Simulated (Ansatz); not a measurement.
# WC, pressure series

The reference is WC (space group P-6m2, No. 187).

Space group P-6m2 (No. 187); a = b = 2.912 Å, c = 2.836 Å, α = β = 90.00°, γ = 120.00°

| atom | site | symmetry | x | y | z |
|---|---|---|---|---|---|
| W | 1a | -6m2 | 0.0000 | 0.0000 | 0.0000 |
| C | 1f | -6m2 | 0.6667 | 0.3333 | 0.5000 |

Cell and atoms are relaxed at each pressure.

All numbers come from r2SCAN, PAW, 500 eV (Ansatz, a program for electronic structure; scalar-relativistic without spin-orbit coupling).

Notes on the quantities. enthalpy: H = E + PV relative to the base's energy.

```
variant                enthalpy  shortest interatomic distance
----------------  -------------  -----------------------------
base                          –                        2.200 Å
pressure −2 GPa   -0.13 eV/atom                        2.203 Å
pressure −1 GPa   -0.07 eV/atom                        2.201 Å
pressure 0.3 GPa  +0.02 eV/atom                        2.199 Å
pressure 0.7 GPa  +0.05 eV/atom                        2.198 Å
pressure 1.5 GPa  +0.10 eV/atom                        2.197 Å
pressure 3 GPa    +0.19 eV/atom                        2.194 Å
pressure 5 GPa    +0.32 eV/atom                        2.191 Å
pressure 7.5 GPa  +0.48 eV/atom                        2.187 Å
pressure 10 GPa   +0.64 eV/atom                              ?
```

**Question.** Some entries are withheld; estimate them.

**Answer.** 
- pressure 10 GPa, shortest interatomic distance: 2.183 Å

Load acts through the strain it causes; cell and atoms are relaxed under it. Stability against distortions was not tested. Competing high-pressure phases were not computed. All final runs are without spin polarisation.
